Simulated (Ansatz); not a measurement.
Phonon-limited resistivity of PtGa2 (Fm-3m) against temperature in μΩ·cm, PBEsol, DFPT electron-phonon coupling, linearised Boltzmann equation (Ansatz, an electronic-structure program), harmonic crystal at a fixed cell.

```tsv
T	ρ
50 K	1.18
77 K	2.3
100 K	?
150 K	?
200 K	7.4
250 K	9.4
273 K	10.3
300 K	11.4
```

### Question
What belongs in the gaps?

### Answer

- 100 K, ρ: 3.3
- 150 K, ρ: 5.4

A metal at this level (no band gap). Only scattering by harmonic phonons is included (no impurities, grain boundaries, electron-electron scattering or thermal expansion). Spin-orbit coupling is left out, which matters with elements this heavy. The squared frequency of the phonon mode least converged on the k mesh is uncertain by about 13 %. Halving the electron mesh (24x24x24) moves the resistivity by up to 6 %. Smearing 0.20 eV; phonons on a 4x4x4 q mesh, which this run doesn't test and which matters most at low temperature.

Formula and space group known from diffraction (Crystallography Open Database), not checked to be the room-temperature form: PtGa2 (Fm-3m).
